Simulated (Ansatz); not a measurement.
The decay constant κ of evanescent states in the gap governs leakage through a thin film.

Data:

```
AgBr
1.0
    4.09015     0.00000     0.00000
   -2.04507     3.54217     0.00000
    2.04507     1.18072     3.33959
Ag Br
1 1
Direct
  0.00000   0.00000   0.00000
  0.00000   0.50000   0.50000
```

Space group of this cell: Fm-3m, rock salt. The cell is taken as given; by PBEsol its mean pressure is -2.6 GPa.

Transport runs along the normal of the first two printed cell vectors, the (111) plane of the conventional cell.

The gap is the functional's own, uncorrected, and κ follows it; spin-orbit coupling is left out. Mid-gap values are interpolated between the computed energies.

Task: Estimate the band gap and the smallest decay constant κ at mid-gap that Ansatz (a first-principles code) with PBEsol returns for this system.

Result: Gap 0.51 eV on a 10×10×10 mesh; κ = 0.105 1/Å, at the zone centre.
